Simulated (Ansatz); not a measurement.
How far PBE and PBEsol part for hypothetical I4/mmm La2WN4, strain tensor (xx, yy, zz, yz, xz, xy) = (+0.06, −0.64, −1.07, +0.07, −0.13, +0.20) %

Take La$_{2}$WN$_{4}$ (space group I4/mmm, No. 139; a = 3.997 Å, c = 12.748 Å; a hypothetical phase, not in the database extracts checked) as the base. Axes: x, y, z lie along a, b, c of the conventional cell.

(Cell as relaxed with PBE.)

Levels (all Ansatz, a quantum-chemistry and plane-wave program, PAW): PBE (420 eV, no spin-orbit coupling); PBEsol (420 eV, no spin-orbit coupling).

Each level relaxes its own structure.

| base | PBE | PBEsol |
|---|---|---|
| volume per atom | 14.54 Å³ | 14.13 Å³ |
| lattice parameter a | 399.7 pm | 396.0 pm |
| band gap | zero | zero |

It is then changed as follows: strain tensor (xx, yy, zz, yz, xz, xy) = (+0.06, −0.64, −1.07, +0.07, −0.13, +0.20) %, atoms relaxed at fixed cell.

| quantity | PBE | PBEsol |
|---|---|---|
| pressure (mean of the normal stresses, compression positive) | 3.3 GPa | … |
| shortest interatomic distance | 198.5 pm | … |
| energy relative to the base (free energy F) | +3.2 meV/atom | … |
| band gap | zero | … |

Q: Predict the PBEsol column.

A: 
- pressure (mean of the normal stresses, compression positive), PBEsol: 3.5 GPa
- shortest interatomic distance, PBEsol: 196.7 pm
- energy relative to the base (free energy F), PBEsol: +3.3 meV/atom
- band gap, PBEsol: zero

PBE's pressure lies 0.2 GPa below PBEsol's; PBE's shortest interatomic distance lies 1.8 pm above PBEsol's (0.9 %); the two agree on the band gap. Neither level is exact; PBEsol is the comparison here, not a measurement.

Spin-orbit coupling, missing from the scalar runs, can matter with W. No phonon test of stability was made. The final runs are not spin-polarised. A zero or small gap of La2WN4 can be the functional's error rather than a property of the material.
